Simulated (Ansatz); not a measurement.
Band structure of CdS (F-43m, 2 atoms in the cell).

```
CELL_PARAMETERS angstrom
      0.00000     2.88351     2.88351
      2.88351     0.00000     2.88351
      2.88351     2.88351     0.00000
ATOMIC_POSITIONS crystal
  Cd 0.00000 0.00000 0.00000
  S  0.25000 0.25000 0.25000
```

Level of theory: PBE (plane waves, PAW; Ansatz, a program for electronic structure).

Settings: basis.ecutwfc = 420 eV; kpoints.mp_grid.grid = 10 10 10; hamiltonian.xc = pbe; hamiltonian.pseudopotentials = {kind: paw} (the program's default PAW files); scf.occupations.method = fixed; kpoints.band_path.npoints = 8.

The starting cell comes from a database of computed structures (which also holds hypothetical and non-ambient phases and stackings), without a prior relaxation at this level. Its lattice was rescaled by a random factor within 2.5 % of one.

Predict the gap along the standard path and the places of the band edges.

The gap along the path is 1.22 eV, direct at Γ to within 0.01 eV.

Levels in eV from the top of the valence band on the path, bands 10 to 16:
| point | 10 | 11 | 12 | 13 | 14 | 15 | 16 |
|---|---|---|---|---|---|---|---|
| Γ | -7.32 | 0.00 | 0.00 | 0.00 | 1.22 | 6.51 | 6.51 |
| X | -6.85 | -4.10 | -2.00 | -2.00 | 3.50 | 4.39 | 9.34 |
| W | -6.64 | -4.06 | -2.42 | -2.31 | 5.42 | 5.57 | 7.29 |
| K | -6.70 | -4.10 | -2.68 | -1.62 | 4.23 | 5.52 | 8.54 |
| L | -6.91 | -4.61 | -0.80 | -0.80 | 3.06 | 6.99 | 6.99 |
| U | -6.70 | -4.10 | -2.68 | -1.62 | 4.23 | 5.52 | 8.54 |

Keys are those of Ansatz 0.2.
